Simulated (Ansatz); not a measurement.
## Defect calculation: P_Ag in fcc Ag

Calculation: PBE, PAW (plane waves to 420 eV; Ansatz, a program for electronic structure). Set-up: 32-site cell; 6×6×6 shifted k-points; start: the Ag site; not converged in cell size; the relaxation kept the symmetry of the starting site.

Neighbours after relaxation, in Å: of the P atom: Ag 2.92, Ag 2.92, Ag 2.92, Ag 2.92, Ag 2.92, Ag 2.92, Ag 2.92, Ag 2.92 (the shell may go on).

Formation energies E_f are those of the neutral cell. Chemical conditions: host crystal and elements as references (Δμ(Ag) = 0.00 eV, Δμ(P) = 0.00 eV; P taken from its element, since no compound that bounds it was computed at this level; only phases computed here count, gases as isolated molecules at 0 K). Reference phases: Ag: fcc Ag, P: black phosphorus.

```tsv
charge	moment (μB)	point group	largest move off a lattice site (Å)	E_f, host crystal and elements as references (eV)
0	not spin-polarised	Oh	0.01	0.81
```

Point groups are those of the whole cell at tolerances of 0.03 and 0.1 Å ("near" where only the looser one holds); none is given for unsettled states.

All states together cost around 5 core-minutes (rough).
